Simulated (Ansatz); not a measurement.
The reference is Ru in the hcp (Mg type) structure (space group P6_3/mmc, No. 194; a = 2.722 Å, c = 4.294 Å; relaxed with 0.1 eV smearing). Axes: x lies along a and z along c of the hexagonal cell.

Calculations: PBE (Ansatz, a program for electronic structure, PAW, no spin-orbit coupling), earlier PAW set.

For the base:

Volume per atom: 13.77 Å³

The change: compressive biaxial strain of 0.83 % in the plane normal to [001], as in epitaxy on a mismatched substrate; the out-of-plane cell vector and the atoms relax.

Problem. Estimate the effect on the volume per atom.

Solution. The volume per atom decreases by 0.167 Å³ to 13.61 Å³.

Stability against distortions was not tested. All final runs are without spin polarisation.
